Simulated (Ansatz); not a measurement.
Checking a run of Ansatz (an electronic-structure program) on Ta₃C (Pm-3n, 8 atoms in the cell). The aim is a self-consistent single point with DFT, PBEsol, plane waves, default PAW files made with PBE.

Cell that was meant: a = 5.1659 Å, b = 5.1659 Å, c = 5.1659 Å, α = 90.00°, β = 90.00°, γ = 90.00°.

Part of the input:

Ansatz 0.2 input:
```yaml
  pseudopotentials: { kind: paw }
scf:
  occupations: { method: gaussian, width: 0.01 Ry }
  convergence: { dr2_threshold: 1.0e-01 eV }
output:
  forces: true
  eigenvalues: true
```

The program printed (abridged):

```
WARN basis.ecutwfc = 420 eV, the default
   [... lines left out ...]
PAW frozen core: C, regenerated for the run's functional, and the local potential with it
Initial density: superposition of atomic densities (neutral atoms: chi_scale 0, normalization atom), corrected by the library's trained network
Initial wavefunctions: pseudopotential atomic-orbital guess
Eigensolver: davidson
Functional: x = pbesol(κ = 0.804, μ = 0.12345679012345678), c = pbesol(β = 0.046)
SCF iter   1: F=—  HF=-59323.752097 eV  |F-HF|=—  |Δ(HF+E_count)|=         —  Δρ=1.57e-2  dr2=5.71e-1  ethr=1.77e-3  ⟨swp⟩=5.0  Hψ=1989  notcnv=0
all-band conjugate gradients solve this SCF's bands
preconditioner: auto → Kerker (q_TF=auto, 2.522 Å⁻¹)
SCF iter   2: F=—  HF=-59323.644280 eV  |F-HF|=—  |Δ(HF+E_count)|=   1.08e-1  Δρ=3.57e-3  dr2=2.06e-2  ethr=6.64e-4  ⟨swp⟩=2.4  Hψ=835  notcnv=0  defer=15
   [... lines left out ...]
iter 5 did not close the SCF: its close was put off for the readings that it lacked (scf_convergence_deferred on its scf_iter line)
SCF iter   5: F=-59323.639019 eV  HF=-59323.639020 eV  |F-HF|=8.84e-7  |Δ(HF+E_count)|=   7.41e-6  Δρ=4.13e-5  dr2=2.11e-6  ethr=8.72e-8  ⟨swp⟩=2.4  Hψ=835  notcnv=0  defer=15
SCF iter   6: F=-59323.639020 eV  HF=-59323.639020 eV  |F-HF|=2.84e-9  |Δ(HF+E_count)|=   1.97e-7  Δρ=6.46e-6  dr2=3.47e-8  ethr=2.46e-9  ⟨swp⟩=8.5  Hψ=1681  notcnv=0
SCF 1 converged in 6 iterations: F = -59323.639020 eV  dr2 = 3.47e-8
Free energy (F): -59323.639020 eV
Internal energy: -59323.563686 eV  (E = F + TS)
E sigma→0 (E₀):  -59323.601353 eV
Entropy (-TS):   -0.075334 eV (-9.417 meV/atom)
Fermi energy:    15.462720 eV
--- Forces (eV/Å), atoms counted from 1 ---
  atom   1  Ta    -0.00000000    -0.00000000     0.00000000
   [... zero for the other atoms too ...]
--- Stress (GPa, compression-positive) ---
      -24.790257      -0.000000       0.000000
        0.000000     -24.790257       0.000000
        0.000000       0.000000     -24.790257
  P = ⅓ Tr σ = -24.7903 GPa (-247.903 kbar)
  The stress holds the Pulay correction. Without it, at fixed plane waves, as pw.x and ABINIT print it: P = -24.8974 GPa
```

### Question
Can these results be used? Check the input.

### Answer
The compared values did not move, but the log warns. The input holds a convergence threshold that is too loose, which can do harm: a loop that stops early leaves an energy error of second order in the density error, but errors of first order in forces and stress. The run converged in 6 iterations, and against the sound input the free energy is nearly the same (within 1 meV/atom) and the pressure stays at -24.79 GPa. The full log also holds (shortened here): “iter 3 did not close the SCF: its close was put off for the readings that it lacked (scf_convergence_deferred on its scf_iter line)” and “iter 4 did not close the SCF: its close was put off for the readings that it lacked (scf_convergence_deferred on its scf_iter line)”.

An input that runs soundly differs in these lines (not the only fix; some lines may just follow from the change or write a value another way):
```diff
-  convergence: { dr2_threshold: 1.0e-01 eV }
```

With that input, the run converged in 6 iterations: free energy E − TS (on the zero of these files) -59323.6390 eV; Fermi level (on the code's own zero) 15.46 eV; pressure -24.79 GPa (DFT, PBEsol, plane waves, default PAW files made with PBE).

On the sound input: the starting cell was generated: these elements placed on a structure prototype, without a prior relaxation; it need not be a known phase or ordering of this composition. Spin polarisation is off. With a pressure of about -25 GPa the cell is away from its equilibrium volume at this level. Ansatz's pressure includes its estimate of the finite-basis (Pulay) stress.
